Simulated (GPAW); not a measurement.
A self-consistent single point of HgTe (F-43m, 2 atoms in the cell) with GPAW.

Method: PBE, GPAW PAW datasets PBE (gpaw-data 1.0.1) (plane waves; GPAW).

The change in words: lattice scaled by 0.98. Reference geometry:
```
HgTe
1.0
    0.00000     3.34526     3.34526
    3.34526     0.00000     3.34526
    3.34526     3.34526     0.00000
Hg Te
1 1
Direct
  0.00000   0.00000   0.00000
  0.25000   0.25000   0.25000
```

Reference input (self-consistent single point, DFT PBE, plane waves, GPAW PAW datasets PBE (gpaw-data 1.0.1)): mode = pw; ecut = 600 eV; xc = PBE; kpts = 7 7 7; mesh shift (steps) = 0 0 0; occupations.name = methfessel-paxton; occupations.width = 0.2 eV; occupations.order = 0; nbands = -6; symmetry.symmorphic = false; symmetry.tolerance = 0.0005; maxiter = 100. This run's input differs from it in these lines:

```diff
@@ -5,7 +5,7 @@
 atoms = Atoms(['Hg', 'Te'],
-              cell=[[0.000000, 3.345257, 3.345257],
-                    [3.345257, 0.000000, 3.345257],
-                    [3.345257, 3.345257, 0.000000]],
+              cell=[[0.000000, 3.278352, 3.278352],
+                    [3.278352, 0.000000, 3.278352],
+                    [3.278352, 3.278352, 0.000000]],
               positions=[[0.000000, 0.000000, 0.000000],
-                         [1.672629, 1.672629, 1.672629]],
+                         [1.639176, 1.639176, 1.639176]],
               pbc=True)
```

Log, with long lists cut:

```
     iter     time        total  log10-change:
                         energy   eigst   dens
iter:   1 --:--:--    -4.600670
iter:   2 --:--:--    -4.573866   -1.20  -1.41
iter:   3 --:--:--    -4.540316   -1.41  -1.44
iter:   4 --:--:--    -4.545101   -2.44  -1.81
iter:   5 --:--:--    -4.499599   -2.22  -1.84
iter:   6 --:--:--    -4.501078   -2.88  -2.39
iter:   7 --:--:--    -4.500584c  -3.84  -2.78
iter:   8 --:--:--    -4.501359c  -3.98  -2.71
iter:   9 --:--:--    -4.502077c  -3.98  -2.95
iter:  10 --:--:--    -4.502191c  -4.49  -3.21
iter:  11 --:--:--    -4.502262c  -4.47  -3.43
iter:  12 --:--:--    -4.502263c  -5.59  -3.89
iter:  13 --:--:--    -4.502263c  -6.00  -3.92
iter:  14 --:--:--    -4.502264c  -6.68  -3.95
iter:  15 --:--:--    -4.502265c  -6.93  -4.04c
iter:  16 --:--:--    -4.502265c  -7.73c -4.21c
Converged after 16 iterations.

Dipole moment: (-4.559074, -4.559074, -4.559074) |e|*Ang

Energy contributions relative to reference atoms: (reference = -717946.462161)

Kinetic:        +28.173598
Potential:      -23.619017
External:        +0.000000
XC:              -7.044020
Entropy (-ST):   -0.001371
Local:           -2.012141
SIC:             +0.000000
--------------------------
Free energy:     -4.502951
Extrapolated:    -4.502265

Showing only first 2 kpts
 Kpt  Band  Eigenvalues  Occupancy
  0    10      3.99816    1.52477
  0    11      3.99816    1.52477
  0    12      3.99816    1.52477
  0    13      8.33397    0.00000

  1    10      3.47634    1.99999
  1    11      3.47634    1.99999
  1    12      5.29994    0.00000
  1    13      7.55474    0.00000

Fermi level: 4.09913

No gap
No difference between direct/indirect transitions
Energy (eV): -4.502265

Forces in eV/Ang:
  0 Hg   -0.00000   -0.00000   -0.00000
  1 Te   -0.00000   -0.00000    0.00000

Stress tensor:
    -0.010071    -0.000000     0.000000
    -0.000000    -0.010071     0.000000
     0.000000     0.000000    -0.010071
Stress (GPa, Voigt): [-1.6136 -1.6136 -1.6136  0.      0.     -0.    ]
```

The run converged in 16 iterations. GPAW prints stress with tension positive. Against the reference run the free energy rises by 6.2 meV/atom and the pressure goes from -0.61 to 1.61 GPa.

The starting cell comes from a database of computed structures (which also holds hypothetical and non-ambient phases and stackings), without a prior relaxation at this level. Its lattice was rescaled by a random factor within 2.5 % of one. For this run, on top of that: lattice scaled by 0.98. The run gives no clean gap (levels at the Fermi energy touch, overlap or are partly filled at this smearing), which alone does not show that the compound is a metal.
